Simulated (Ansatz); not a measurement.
**Si_N in beta Si3N4**

Level of theory: PBE, PAW (plane waves to 420 eV; Ansatz, an electronic-structure program). Cell: 84 sites, 1×1×3; final energies on a 2×2×2 shifted mesh. Site at the start: the N(2,3-fold) site. Finite-size correction: monopole term and site-potential alignment. Dielectric constants: PBE linear response of the host. Host gap at this level: 4.25 eV. Finite-size and sampling errors can reach tenths of an eV here. Levels are measured in PBE's own, too narrow, gap. Spin–orbit coupling is left out. Each state is the lowest found from its start.

Formation energies E_f are given with the Fermi level at the valence-band maximum. Chemical conditions: N-rich (Δμ(N) = 0.00 eV, Δμ(Si) = -2.47 eV; only phases computed here count, gases as isolated molecules at 0 K); Si-rich (Δμ(N) = -1.86 eV, Δμ(Si) = 0.00 eV; only phases computed here count, gases as isolated molecules at 0 K). Reference phases: N: N2 molecule in a box, Si: silicon.

In at least one state atoms left their starting sites on relaxation (a large move, or an atom on the emptied site), so the name describes the start.

```
charge         moment (μB)  largest move off a lattice site (Å)  image correction with alignment (eV)  E_f, N-rich (eV)  E_f, Si-rich (eV)  above the lowest spin state (eV)
------  ------------------  -----------------------------------  ------------------------------------  ----------------  -----------------  --------------------------------
+4*                    1.0                                 2.04                                     –                 –                  –                              0.00
+3†     not spin-polarised                                 1.04                                  1.86                 –                  –                              0.00
+2†                    1.0                                 0.99                                  0.92                 –                  –                              0.00
+1                     0.0                                 0.60                                  0.29              9.10               4.77                              0.00
+1      not spin-polarised                                 0.60                                  0.29              9.10               4.77                              0.00
0                      1.0                                 0.68                                  0.00             10.23               5.90                              0.00
```

* At this level the carrier isn't localised at the defect: at charge +4 holes occupy the valence band. Such a state is shallow or no state of the defect, and this cell gives it no level.

† Not settled in this cell, so no level is given: charge +3: level within 0.1 eV of a band edge or past it; charge +2: level within 0.1 eV of a band edge or past it.

Starting moments that weren't kept: charge +1 began with 2 μB and ended with 0.0.

Transition levels above the valence-band maximum: ε(+1/0) = 1.13 eV. On the lower envelope of the bound states, inside the gap: (+1/0) at 1.13 eV.

Flagged in the runs: a doubtful potential alignment, a host whose relaxation on this sampling wasn't shown to rest.

All states together cost very roughly 4 core-hours.
